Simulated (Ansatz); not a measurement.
# A constructed model of the (111) surface of fcc Pt, (√3x√3)R30° layer of Cl, one a cell, on the site that continues the host's stacking (bottom of the slab: a bare face, its two planes held)

Method: PBE (plane waves to 420 eV, PAW; Ansatz, a program for electronic structure).

Model: 19-atom slab, 13.4 Å thick at the start, 9x9x1 mesh, Fermi-Dirac 0.1 eV, dipole correction, 6 atoms held, the rest relaxed; symmetry of the start imposed; no spin, no spin-orbit, no U. It is one candidate, not shown to be the stable structure of the face.

```yaml
work_function_of_the_top_face: 5.33 eV
energy_released_by_relaxation: 0.074 eV
cost: roughly 10 core-minutes
```
